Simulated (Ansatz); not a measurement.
An Ansatz (an electronic-structure program) input (Ansatz r2SCAN, no SOC, earlier PAW set):

Ansatz 0.2 input:
```yaml
crystal:
  lattice:
    - [4.7585052942, 0, 0]
    - [0, 4.7585052942, 0]
    - [0, 0, 3.2001261748]
  atoms:
    - { symbol: Sn, position: [0, 0, 0] }
    - { symbol: Sn, position: [0.5, 0.5, 0.5] }
    - { symbol: O, position: [0.3059047638, 0.3059047638, 0] }
    - { symbol: O, position: [0.8059047638, 0.1940952362, 0.5] }
    - { symbol: O, position: [0.1940952362, 0.8059047638, 0.5] }
    - { symbol: O, position: [0.6940952362, 0.6940952362, 0] }
basis: { ecutwfc: 500, ecutrho_ratio: 4, xc_grid: 4, fft_grid_basis: typed }
kpoints: { mp_grid: { grid: [7, 7, 10] } }
hamiltonian:
  xc: r2scan
  dispersion: none
  pseudopotentials: { azcp: { folder: ./paw }, kind: paw }
scf: { occupations: { method: fermi_dirac, width: 0.05 }, convergence: { dr2_threshold: 0.0000000006 } }
output: { forces: true, stress: true }
```

Question: Which symmetry and how many k-points will the program report, and about how many plane waves at Γ?

Answer: Space group P42/mnm (ITA 136) with 16 operations, k-points 60 of 490, and 1851 plane waves at Γ.

No phonon test of stability was made. The cell is SnO2 in the rutile structure (space group P4_2/mnm, No. 136).
